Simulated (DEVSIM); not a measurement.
System: abrupt Si p-n junction, at 300 K.

| layer (left to right) | material | thickness (μm) | Nd (cm⁻³) | Na (cm⁻³) | τn (s) | τp (s) |
|---|---|---|---|---|---|---|
| 1 | Si | 1.50 | - | 3.4e16 | 5.8e-6 | 5.8e-6 |
| 2 | Si | 3.10 | 1.4e15 | - | 5.8e-6 | 5.8e-6 |

Left contact: ohmic. Right contact: ohmic. Voltage is applied to the left contact. Recombination: SRH at mid-gap, radiative. Mobility is constant in doping.

Constants are typed, rounded textbook-type inputs, not results; the design itself was drawn at random and stands for no fabricated device. Values at 300 K.

```tsv
parameter	Si
gap (eV)	1.124
affinity (eV)	4.05
permittivity	11.7
Nc (cm⁻³)	2.86e19
Nv (cm⁻³)	3.1e19
μn (cm²/Vs)	1417
μp (cm²/Vs)	470
B (cm³/s)	4.7e-15
```

DEVSIM, 1D drift-diffusion, Boltzmann statistics, complete ionisation; no tunnelling, impact ionisation, image-force lowering or self-heating.

The doping Na of layer 1 was swept, all else fixed.

```tsv
doping Na of layer 1 (cm^-3)	potential step across the device at zero bias (V)	dark forward voltage at 1 A/cm² (V)	dark forward voltage at 100 A/cm² (V)	largest field in the device at zero bias (V/cm)
1e15	0.600	0.492	0.695	9900
3.4e15	0.632	0.519	0.694	13000
1e16	0.660	0.536	0.697	15000
3.4e16	0.691	0.546	0.701	17000
1e17	0.719	0.549	0.705	22000
3.4e17	0.751	0.551	0.708	35000
1e18	0.779	0.551	0.710	56000
```

From the first row to the last the potential step across the device at zero bias goes from 0.600 to 0.779. From the first row to the last the dark forward voltage at 1 A/cm² goes from 0.492 to 0.551.
